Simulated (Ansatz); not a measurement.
Input for (Ni,Pt)Ge alloy cell NiPtGe2 (MnP type start):

Ansatz 0.2 input:
```yaml
crystal:
  lattice:
    - [-5.353016067, 3.772457376, -0.027660653]
    - [5.36031571, 3.7828037, -0.016053564]
    - [-0.008138575, -3.741064355, -6.182565116]
  atoms:
    - { symbol: Ge, position: [0.686460475, 0.469535036, 0.426935081] }
    - { symbol: Ge, position: [0.192219399, 0.98688608, 0.413353601] }
    - { symbol: Ge, position: [0.819615988, 0.043365792, 0.597605438] }
    - { symbol: Ge, position: [0.320537657, 0.522151126, 0.609833144] }
    - { symbol: Ge, position: [0.722121994, 0.43933237, 0.893393579] }
    - { symbol: Ge, position: [0.191198833, 0.942423825, 0.901617411] }
    - { symbol: Ge, position: [0.804905903, 0.056123756, 0.083719249] }
    - { symbol: Ge, position: [0.263960362, 0.542970373, 0.07338775] }
    - { symbol: Pt, position: [0.499092216, 0.011976107, 0.259540484] }
    - { symbol: Pt, position: [0.022289575, 0.516198665, 0.29781742] }
    - { symbol: Ni, position: [1.001492963, 0.499024758, 0.728904632] }
    - { symbol: Pt, position: [0.489790108, 0.985092697, 0.729911692] }
    - { symbol: Ni, position: [0.758162055, 0.748180499, 0.767145468] }
    - { symbol: Ni, position: [0.254490767, 0.256127668, 0.77476954] }
    - { symbol: Pt, position: [0.727276009, 0.728058733, 0.217674635] }
    - { symbol: Ni, position: [0.246385714, 0.252552568, 0.224390909] }
basis:
  ecutwfc: 500
  ecutrho_ratio: 4
  xc_grid: 4
kpoints:
  mp_grid: { grid: [6, 6, 6] }
hamiltonian:
  xc: r2scan
  dispersion: none
  pseudopotentials: { kind: paw }
scf:
  n_extra_bands: 36
  occupations: { method: fermi_dirac, width: 0.05 }
output:
  forces: true
  stress: true
relax:
  f_tol: 0.03
  max_steps: 90
  cell: { stress_tol: 0.15 }
```

All values below come from r2SCAN (plane waves to 500 eV, PAW; Ansatz, a program for electronic structure). Scalar-relativistic, without spin–orbit coupling; the runs are not spin-polarised. Its k-point mesh 6×6×6, Fermi–Dirac width 0.05 eV.

**Question.** What does the end of the output print (band table and long remarks left out, numbers rounded to eight decimals)?

**Answer.** 
```
SCF converged after 10 iterations
Free energy (F): -107957.438713 eV
Harris-Foulkes:  -107957.438713 eV  (|F-HF|=1.02e-10)
Internal energy: -107957.397305 eV  (E = F + TS)
E sigma→0 (E₀):  -107957.418009 eV
Entropy (-TS):   -0.041408 eV (-2.588 meV/atom)
Fermi energy:    16.494431 eV
--- Per-component energies (eV) ---
  E_band       = -2899.771249
  E_kinetic    = 4590.176528
  E_local      = -39020.940652  (includes V_loc(G=0)·N_el)
  E_nonlocal   = 6743.437711
  E_hartree    = 16541.452878
  E_xc         = -1876.293058
  E_vxc        = -2375.469962  (∫ρ·V_xc dr)
  E_paw        = -60788.699160  (= ΣΔE_a)
  E_vpaw       = -6073.473532  (= ΣTr[D̂ρ^β])
  E_aug_tail   = 0.001662  (compensation charges beyond the density's cutoff)
  E_vtau       = 153.590679  (kinetic-family band-sum trace: ∫τ·v_τ [+ j·A + Jᵃ·Aᵃ] dr)
  E_ewald      = -34135.720835
  E_core_change = -10.812378  (= ΣΔE_core)
  E_smearing   = -0.041408  (= −TS)
  E_closure    = 0.000000  (closes the sum)
  Σ components = -107957.438713   (vs F -107957.438713, Δ=0.00e0)
--- Forces (eV/Å), atoms counted from 1 ---
  atom   1  Ge     0.00189299    -0.00216149     0.00070635
  atom   2  Ge     0.00327771     0.00133920    -0.00052927
  atom   3  Ge     0.00050199    -0.00016100    -0.00280403
  atom   4  Ge    -0.00322681    -0.00157983    -0.00014416
  atom   5  Ge    -0.00219600     0.00094299    -0.00073234
  atom   6  Ge    -0.00188897    -0.00051767     0.00310432
  atom   7  Ge     0.00116325    -0.00067045     0.00096316
  atom   8  Ge     0.00030931     0.00446724     0.00044641
  atom   9  Pt     0.00034606    -0.00007500    -0.00155690
  atom  10  Pt     0.00356091    -0.00072267    -0.00088560
  atom  11  Ni    -0.00008804    -0.00227396    -0.00118146
  atom  12  Pt    -0.00192864    -0.00020571     0.00072619
  atom  13  Ni    -0.00164253     0.00219176    -0.00087850
  atom  14  Ni     0.00148861     0.00061940    -0.00079346
  atom  15  Pt    -0.00187738    -0.00066998     0.00281969
  atom  16  Ni     0.00030820    -0.00052059     0.00073882
  max |Σ_I F_I| component: 2.25e-6 eV/Å
--- Stress (GPa, compression-positive) ---
        0.019028      -0.005456      -0.005582
       -0.005456      -0.031069       0.005748
       -0.005582       0.005748       0.003462
  P = ⅓ Tr σ = -0.0029 GPa (-0.029 kbar)
--- Relaxed structure (10 steps of the walk, 8 accepted, 1 SCFs on fresh bases) ---
  F+E_penalty+E_count = -107957.43871293 eV   max|allowed force component| = 4.467e-3 eV/Å   (the final SCF, on the basis selected at the relaxed cell)
  cell:  # Å, volume = 238.6139 Å³
    - [-5.50719778, 3.58541674, -0.00442976]
    - [5.51008683, 3.58868658, -0.00347798]
    - [-6.51543994e-5, -3.58077410, -6.03392041]
  atoms:
    - { symbol: Ge, position: [0.67639866, 0.49121680, 0.43038965] }
    - { symbol: Ge, position: [0.17727079, 1.00445177, 0.41733764] }
    - { symbol: Ge, position: [0.83647488, 0.02373487, 0.60182590] }
    - { symbol: Ge, position: [0.32936440, 0.50431149, 0.59204013] }
    - { symbol: Ge, position: [0.74040911, 0.43073067, 0.89972336] }
    - { symbol: Ge, position: [0.21741614, 0.92678381, 0.91212263] }
    - { symbol: Ge, position: [0.76952236, 0.06730582, 0.08042191] }
    - { symbol: Ge, position: [0.24977188, 0.55939545, 0.06672474] }
    - { symbol: Pt, position: [0.52710678, 0.03186193, 0.30592907] }
    - { symbol: Pt, position: [0.03145387, 0.52288588, 0.30993148] }
    - { symbol: Ni, position: [0.98177071, 0.47908862, 0.69872773] }
    - { symbol: Pt, position: [0.47026391, 0.97041588, 0.70041129] }
    - { symbol: Ni, position: [0.77716542, 0.77236493, 0.80122541] }
    - { symbol: Ni, position: [0.27643760, 0.27531727, 0.80406703] }
    - { symbol: Pt, position: [0.71393289, 0.71186096, 0.18757631] }
    - { symbol: Ni, position: [0.22524064, 0.22827392, 0.19154575] }
```

Cost: about 3 core-hours (a rough figure).
